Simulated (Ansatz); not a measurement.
Reference: Ag (Fm-3m), PBEsol, rigid bands (plane waves, PAW, scalar-relativistic; Ansatz, a program for electronic structure); geometry: cell and atoms relaxed with PBEsol.

```yaml
crystal:
  lattice:
    - [0.00000, 2.02750, 2.02750]
    - [2.02750, 0.00000, 2.02750]
    - [2.02750, 2.02750, 0.00000]
  atoms:
    - { symbol: Ag, position: [0.00000, 0.00000, 0.00000] }
```

- density of states at the Fermi level per atom: 0.26 states/eV
- Drude plasma energy: 9.2 eV
- root-mean-square Fermi velocity: 14.3 ×10⁵ m/s

Problem. Replace Ag by Au on the same sites and relax. What happens?

Solution. Au (Fm-3m): volume per atom 16.7 to 17.0 Å³; density of states at the Fermi level per atom stays about the same (0.26 states/eV to 0.28 states/eV); Drude plasma energy stays about the same (9.2 eV to 8.9 eV); root-mean-square Fermi velocity stays about the same (14.3 ×10⁵ m/s to 13.5 ×10⁵ m/s).

Problem. Replace Ag by Cu on the same sites and relax. What happens?

Solution. Cu (Fm-3m): volume per atom 16.7 to 11.3 Å³; density of states at the Fermi level per atom rises (0.26 states/eV to 0.30 states/eV); Drude plasma energy stays about the same (9.2 eV to 9.1 eV); root-mean-square Fermi velocity falls (14.3 ×10⁵ m/s to 10.9 ×10⁵ m/s).

Problem. Replace Ag by Al on the same sites and relax. What happens?

Solution. Al (Fm-3m): volume per atom 16.7 to 16.2 Å³; density of states at the Fermi level per atom rises (0.26 states/eV to 0.41 states/eV); Drude plasma energy rises (9.2 eV to 12.4 eV); root-mean-square Fermi velocity stays about the same (14.3 ×10⁵ m/s to 15.4 ×10⁵ m/s).

Moves up to 12 % count as about the same. Metals at this level; values at 300 K, both spins, means over directions. As a rough test of the mesh, the Fermi surface's area from every second k point differs by up to 8 %. Spin-orbit coupling is left out.

The missing spin-orbit coupling matters most for Au (Fm-3m).
